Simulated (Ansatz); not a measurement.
Pressure series in K2PtH6

The reference is K$_{2}$PtH$_{6}$ (space group Fm-3m, No. 225; a = 8.114 Å; a cell from a computed database, its experimental status unchecked).

Cell and atoms are relaxed at each pressure.

The values are results of DFT with r2SCAN, PAW potentials and a 500 eV plane-wave cutoff in Ansatz (an electronic-structure program), without spin-orbit coupling, earlier PAW set, not measurements.

| case | band gap | electron mass | shortest interatomic distance |
|---|---|---|---|
| base | 4.36 eV | 0.50 mₑ along k, 0.59 mₑ across (at X) | 1.640 Å |
| pressure −2 GPa | 4.47 eV | 0.54 mₑ along k, 0.61 mₑ across (at X) | 1.644 Å |
| pressure −1 GPa | 4.41 eV | 0.52 mₑ along k, 0.60 mₑ across (at X) | 1.642 Å |
| pressure 1.8 GPa | 4.27 eV | 0.48 mₑ along k, 0.58 mₑ across (at X) | 1.638 Å |
| pressure 4.2 GPa | 4.16 eV | 0.47 mₑ along k, 0.56 mₑ across (at X) | 1.635 Å |
| pressure 9 GPa | 3.97 eV | 0.44 mₑ along k, 0.54 mₑ across (at X) | 1.632 Å |
| pressure 18 GPa | (withheld) | (withheld) | (withheld) |
| pressure 30 GPa | 3.24 eV | 0.36 mₑ along k, 0.45 mₑ across (at X) | 1.623 Å |
| pressure 45 GPa | 2.79 eV | 0.33 mₑ along k, 0.39 mₑ across (at X) | 1.620 Å |
| pressure 60 GPa | 2.37 eV | 0.30 mₑ along k, 0.33 mₑ across (at X) | 1.618 Å |

Q: Some entries are withheld; estimate them.

A: 
- pressure 18 GPa, band gap: 3.63 eV
- pressure 18 GPa, electron mass: 0.40 mₑ along k, 0.50 mₑ across (at X)
- pressure 18 GPa, shortest interatomic distance: 1.627 Å

With Pt present, leaving out spin-orbit coupling can change the band edges. Load acts through the strain it causes; cell and atoms are relaxed under it. Masses are band curvatures over ±0.01 Å⁻¹ around the edge. Along k means along the line from Γ to the band edge. Whether these cells are dynamically stable was not tested. No other phases were tried under pressure.
